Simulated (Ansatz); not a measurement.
Take Co in the hcp (Mg type) structure (space group P6_3/mmc, No. 194; a = 2.4573 Å, c = 3.9686 Å; ferromagnetic) as the base.

The values are results of Ansatz (an electronic-structure program) PBEsol, spin-orbit coupling left out, not measurements.

Base values:

| Property | Result |
|---|---|
| Lattice parameter a | 2.457 Å |
| Magnetic state | ferromagnetic |

Perturbation: cell and atoms relaxed at a pressure of 3 GPa.

Q: What does the calculation give for the lattice parameter a and magnetic state after the change?

A: The lattice parameter a falls by 0.0098 Å (2.457 Å → 2.448 Å); the magnetic state stays ferromagnetic.

Other magnetic orders, which the real material may have, were not ruled out. Load acts through the strain it causes; cell and atoms are relaxed under it. Whether these cells are dynamically stable was not tested. The base started in P-3m1 and relaxed to P6_3/mmc at this level.
